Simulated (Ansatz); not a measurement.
## FeS2 under a change: isotropic strain +0.74 %

The reference is FeS₂ (space group Pnnm, No. 58; a = 4.367 Å, b = 5.333 Å, c = 3.344 Å; non-magnetic).

It is then changed as follows: an isotropic linear strain of +0.74 %; the atoms relax in the strained cell.

Method: Ansatz (a quantum-chemistry and plane-wave program), PBEsol, PAW, cutoff 420 eV, spin-orbit coupling left out, earlier PAW set. Γ-centred 8×6×10 mesh, Fermi–Dirac width 0.05 eV.

* **Volume per atom**: 13.27 Å³ (base 12.98 Å³)
* **Space group**: Pnnm (No. 58) (base Pnnm (No. 58))
* **Shortest interatomic distance**: 4.175 bohr (base 4.143 bohr)
* **Energy relative to the base (free energy F)**: +3.4 meV/atom
* **Pressure (mean of the normal stresses, compression positive)**: -3.64 GPa (base 0.00 GPa)
* **Band gap**: 0.87 eV (base 0.91 eV)
* **Gap character**: indirect, k = (3/8, 0, 0) in the run's primitive reciprocal basis → T (base indirect, k = (3/8, 0, 0) in the run's primitive reciprocal basis → T)
* **Smallest direct gap**: 1.18 eV (base 1.23 eV)
* **Mean gap deformation potential ΔEg/Δln V**: -2.1 eV
* **Width of the top valence band**: 1.00 eV (base 1.06 eV)

Cost of the whole job for the changed cell (relaxation, final SCF and bands): about 60 core-seconds (a rough figure).

Whether these cells are dynamically stable was not tested. Starting moments died away, wholly or in part, for the base; another magnetic solution may exist. All final runs are without spin polarisation.
